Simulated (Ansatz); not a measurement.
Start from CuI in the zinc blende structure (space group F-43m, No. 216; a = 5.9393 Å). Axes: x, y, z lie along the cube axes.

All numbers come from Ansatz (an electronic-structure program), PBEsol, PAW, cutoff 420 eV, scalar-relativistic without spin-orbit coupling.

Before the change:

| Property | Value |
|---|---|
| Pressure | 0.00 GPa |
| Gap character | direct at Γ |

Now apply this change: the cell is stretched by 1.00 % along z with no lateral relaxation, atoms relaxed at fixed cell.

### Question
Estimate the effect on the pressure, energy relative to the base and gap character.

### Answer
The pressure (mean of the normal stresses, compression positive) goes from zero to -0.48 GPa; the energy increases by 0.5 meV/atom; the gap character remains direct at Γ.

Spin-orbit coupling, missing from the scalar runs, can matter with I. The cells carry an imposed strain or load. Stability against distortions was not tested. All final runs are without spin polarisation. k-point labels follow each cell's own Brillouin zone.
